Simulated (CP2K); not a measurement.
Worked example: self-consistent single point of TiAl₃ (I4/mmm, 4 atoms in the cell) in CP2K.

Computed with PBE, GPW, TZVP-MOLOPT-SR-GTH basis, GTH-PBE potentials (GTH_POTENTIALS) (CP2K 2026.2).

The change in words: lattice scaled by 0.98. Reference geometry:
```
CELL_PARAMETERS angstrom
      5.16526     0.00000     0.00000
      2.22088     4.66343     0.00000
     -3.69307    -2.33171     2.75758
ATOMIC_POSITIONS crystal
  Ti 0.00000 0.00000 0.00000
  Al 0.50000 0.50000 0.00000
  Al 0.75000 0.25000 0.50000
  Al 0.25000 0.75000 0.50000
```

Reference input (self-consistent single point, DFT PBE, GPW, TZVP-MOLOPT-SR-GTH basis, GTH-PBE potentials (GTH_POTENTIALS)): CUTOFF = 600 Ry; REL_CUTOFF = 50 Ry; SMEAR/METHOD = FERMI_DIRAC; ELECTRONIC_TEMPERATURE = 1160.45 K; KPOINTS/SCHEME = MONKHORST-PACK 8 8 8; GAMMA_CENTERED = T; XC_FUNCTIONAL = PBE; Ti/BASIS_SET = TZVP-MOLOPT-SR-GTH-q12; Ti/POTENTIAL = GTH-PBE-q12; Al/BASIS_SET = TZVP-MOLOPT-SR-GTH-q3; Al/POTENTIAL = GTH-PBE-q3; METHOD = GPW. This run's input differs from it in these lines:

```diff
@@ -64,5 +64,5 @@
     &CELL
-      A 5.16525600 0.00000000 0.00000000
-      B 2.22088300 4.66342700 0.00000000
-      C -3.69307000 -2.33171300 2.75757500
+      A 5.06195100 0.00000000 0.00000000
+      B 2.17646600 4.57015800 0.00000000
+      C -3.61920900 -2.28507900 2.70242400
       PERIODIC XYZ
```

Output, abridged:

```
 SCF WAVEFUNCTION OPTIMIZATION

  Step     Update method      Time    Convergence         Total energy    Change
     1 NoMix/Diag. 0.30E+00      -     0.69819167       -65.2407550769 -6.52E+01
     2 Broy./Diag. 0.30E+00      -     0.01214785       -64.9179341494  3.23E-01
     3 Broy./Diag. 0.30E+00      -     0.03661930       -64.5303248348  3.88E-01
     4 Broy./Diag. 0.30E+00      -     0.00157985       -64.4673837705  6.29E-02
     5 Broy./Diag. 0.30E+00      -     0.00293677       -64.4795722043 -1.22E-02
     6 Broy./Diag. 0.30E+00      -     0.00079018       -64.4814007744 -1.83E-03
   [... 2 lines left out ...]
     9 Broy./Diag. 0.30E+00      -     0.00002045       -64.4752403663  4.67E-04
    10 Broy./Diag. 0.30E+00      -     0.00000173       -64.4752481283 -7.76E-06
    11 Broy./Diag. 0.30E+00      -     0.00000408       -64.4752635962 -1.55E-05
    12 Broy./Diag. 0.30E+00      -     0.00000013       -64.4752637500 -1.54E-07
  *** SCF run converged in    12 steps ***

  Overlap energy of the core charge distribution:               0.00000000000001
  Self energy of the core charge distribution:               -123.82476649442863
  Core Hamiltonian energy:                                     30.93034304178525
  Hartree energy:                                              38.24542674563504
  Exchange-correlation energy:                                 -9.82426403844074
  Electronic entropic energy:                                  -0.00200300452565
  Fermi energy:                                                 0.30591451557907

  Total energy:                                               -64.47526374995201
  Total energy (extrapolated to T->0):                        -64.47426224768918

   [... lines left out ...]

 STRESS| Analytical stress tensor [bar]
 STRESS|                        x                   y                   z
 STRESS|      x        2.09560445037E+04  -1.32043284271E+03   9.33451452597E-01
 STRESS|      y       -1.32043284271E+03   2.22135586301E+04   5.20897450173E-01
 STRESS|      z        9.33451452597E-01   5.20897450173E-01   2.30480692933E+04
 STRESS| 1/3 Trace                                             2.20725574757E+04
```

The run converged in 12 iterations. Against the reference run the free energy goes down by 6.0 meV/atom and the pressure goes from -3.85 to 2.21 GPa.

The starting cell comes from a database of computed structures (which also holds hypothetical and non-ambient phases and stackings), without a prior relaxation at this level. Its lattice was rescaled by a random factor within 2.5 % of one. For this run, on top of that: lattice scaled by 0.98. Spin polarisation is off. Values carry the incompleteness of an atom-centred basis.

Cost on one core of a shared machine: roughly 2 min.
